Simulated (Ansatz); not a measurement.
BP with two functionals, pressure 1.8 GPa

Consider BP in the zinc blende structure (space group F-43m, No. 216; a = 4.548 Å).

(Cell as relaxed with PBE.)

Levels (all Ansatz, a program for electronic structure, PAW, earlier PAW set): PBE (420 eV, spin-orbit coupling left out); r2SCAN (500 eV, spin-orbit coupling left out).

Each level relaxes its own structure.

```json
[
 {"base": "volume per atom", "PBE": "11.76 Å³", "r2SCAN": "11.67 Å³"},
 {"base": "lattice parameter a", "PBE": "4.548 Å", "r2SCAN": "4.536 Å"},
 {"base": "band gap", "PBE": "1.25 eV", "r2SCAN": "1.41 eV"}
]
```

Perturbation: cell and atoms relaxed at a pressure of 1.8 GPa.

| quantity | PBE | r2SCAN |
|---|---|---|
| band gap | 1.23 eV | 1.39 eV |
| lattice parameter a | 4.532 Å | 4.521 Å |
| smallest direct gap | 3.41 eV | 3.61 eV |
| hole mass (degenerate bands, along [100]) | 0.26, 0.26, 0.34 mₑ (at Γ) | 0.24, 0.24, 0.32 mₑ (at Γ) |

PBE's band gap lies 0.16 eV below r2SCAN's; PBE's lattice parameter a lies 0.011 Å above r2SCAN's (0.2 %); PBE's smallest direct gap lies 0.20 eV below r2SCAN's. Neither level is exact; r2SCAN is the comparison here, not a measurement.

Load acts through the strain it causes; cell and atoms are relaxed under it. Effective masses come from finite differences of ±0.01 Å⁻¹. No phonon test of stability was made.
